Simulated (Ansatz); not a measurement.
Response to strain in Si

Start from Si in the diamond structure (space group Fd-3m, No. 227; a = 5.434 Å). Axes: x, y, z lie along the cube axes.

Strains are applied to the cell and any free atomic positions relax.

Level of theory: DFT with PBEsol, PAW potentials and a 420 eV plane-wave cutoff in Ansatz (a first-principles code), scalar-relativistic without spin-orbit coupling.

Candidates:
(a) uniaxial strain ε_zz = −1.50 %
(b) uniaxial strain ε_zz = +1.50 %
(c) uniaxial strain ε_zz = +3.00 %
(d) uniaxial strain ε_zz = +0.50 %

For the base:

Band gap: 0.47 eV

**Question.** Order them by band gap, lowest first.

**Answer.** (a) uniaxial strain ε_zz = −1.50 % (0.28 eV), (c) uniaxial strain ε_zz = +3.00 % (0.36 eV), (b) uniaxial strain ε_zz = +1.50 % (0.41 eV), (d) uniaxial strain ε_zz = +0.50 % (0.45 eV)

Whether these cells are dynamically stable was not tested. A zero or small gap of Si under uniaxial strain ε_zz = −1.50 % can be the functional's error rather than a property of the material.
